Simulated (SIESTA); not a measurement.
Band structure of Sb (R-3m, 2 atoms in the cell).

```xyz
2
Lattice="2.1636 1.2491 3.8061 -2.1636 1.2491 3.8061 0.0000 -2.4983 3.8061" Properties=species:S:1:pos:R:3 pbc="T T T"
Sb     0.0000     0.0000     3.0631
Sb     0.0000     0.0000     8.3553
```

Method of the run: GGA PBE, numerical atomic orbitals DZP, PseudoDojo PBE standard norm-conserving potentials (rewritten from UPF to PSML) (SIESTA).

Settings: XC.functional = GGA; XC.authors = PBE; potentials = PseudoDojo PBE standard; PAO.BasisSize = DZP; PAO.EnergyShift = 0.01 Ry; MeshCutoff = 300 Ry; kgrid.MonkhorstPack = 8 8 8; OccupationFunction = FD; ElectronicTemperature = 1578.21 K; MaxSCFIterations = 150; SCF.Mixer.Method = Broyden; SCF.Mixer.Weight = 0.1; SCF.Mixer.History = 6; SCF.DM.Tolerance = 1.0E-04.

The starting cell comes from a database of computed structures (which also holds hypothetical and non-ambient phases and stackings), without a prior relaxation at this level. Its lattice was rescaled by a random factor within 2.5 % of one. Spin-orbit coupling is off. Values carry the incompleteness of an atom-centred basis.

Levels in eV from the Fermi level, bands 12 to 17:
```csv
point,12,13,14,15,16,17
Γ,-5.01,-1.96,-1.79,-1.79,1.98,2.68
L,-9.62,-2.11,-1.89,-0.28,-0.23,0.23
B1,-9.08,-4.96,-4.75,-0.82,0.76,4.69
B,-9.08,-4.96,-4.75,-0.82,0.76,4.69
Z,-8.82,-1.41,-1.41,-0.63,0.24,0.24
X,-9.21,-5.25,-3.10,-2.92,2.78,3.12
Q,-9.21,-5.25,-3.10,-2.92,2.78,3.12
F,-8.16,-5.30,-3.66,-3.65,1.61,4.90
P1,-8.73,-5.28,-3.24,-2.67,2.40,3.19
P,-8.73,-5.28,-3.24,-2.67,2.40,3.19
```

Bands cross the Fermi level along this path, so the cell is metallic at this level.

Higher empty bands are left out: an atom-centred basis made for the valence describes them poorly.
